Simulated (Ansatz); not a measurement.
**ZnS, response to strain**

Take ZnS in the wurtzite structure (space group P6_3mc, No. 186) as the base.

```
CELL_PARAMETERS angstrom
      3.80610     0.00000     0.00000
     -1.90305     3.29618     0.00000
      0.00000     0.00000     6.24474
ATOMIC_POSITIONS crystal
  Zn 0.66667 0.33333 0.99975
  Zn 0.33333 0.66667 0.49975
  S  0.66667 0.33333 0.62545
  S  0.33333 0.66667 0.12545
```

Cartesian axes are those of the cell as printed.

Strains are applied to the cell and any free atomic positions relax; under biaxial strain the out-of-plane vector relaxes too; under stress the whole cell relaxes.

Calculations: plane-wave PAW DFT at the r2SCAN level (Ansatz, a program for electronic structure, 500 eV), spin-orbit coupling left out.

Notes on the quantities. pressure: mean of the normal stresses, compression positive.

| variant | electron mass | volume per atom | pressure |
|---|---|---|---|
| base | 0.18 mₑ along c, 0.21 mₑ across (at Γ) | 19.59 Å³ | 0.00 GPa |
| biaxial strain +0.45 %, plane normal [001], relaxed out of plane | 0.18 mₑ out of plane, 0.20 mₑ in plane (at Γ) | 19.71 Å³ | -0.48 GPa |
| biaxial strain +0.59 %, plane normal [001], relaxed out of plane | 0.18 mₑ out of plane, 0.20 mₑ in plane (at Γ) | 19.75 Å³ | -0.62 GPa |
| biaxial strain +3.15 %, plane normal [001], relaxed out of plane | 0.19 mₑ (at Γ) | 20.47 Å³ | -3.03 GPa |
| isotropic strain −1.69 % | 0.18 mₑ along c, 0.22 mₑ across (at Γ) | 18.61 Å³ | 4.47 GPa |
| uniaxial strain ε_xx = +4.55 % | 0.20 mₑ along y, 0.18 mₑ across (at Γ) | 20.48 Å³ | -3.15 GPa |
| uniaxial strain ε_yy = −3.50 % | 0.21 mₑ along x, 0.23 mₑ along y, 0.17 mₑ along z (at Γ) | 18.90 Å³ | 2.92 GPa |
| uniaxial strain ε_zz = −1.08 % | 0.18 mₑ along z, 0.21 mₑ across (at Γ) | 19.37 Å³ | 0.90 GPa |
| tensor shear ε_xy = +3.10 % | – | 19.57 Å³ | 0.00 GPa |
| uniaxial stress, 5 GPa tension along x | 0.21 mₑ along y, 0.18 mₑ across (at Γ) | 20.01 Å³ | – |

The levels and masses belong to the bands next to the band gap. Effective masses come from finite differences of ±0.01 Å⁻¹. Beyond what the load breaks, stability against distortions was not tested.
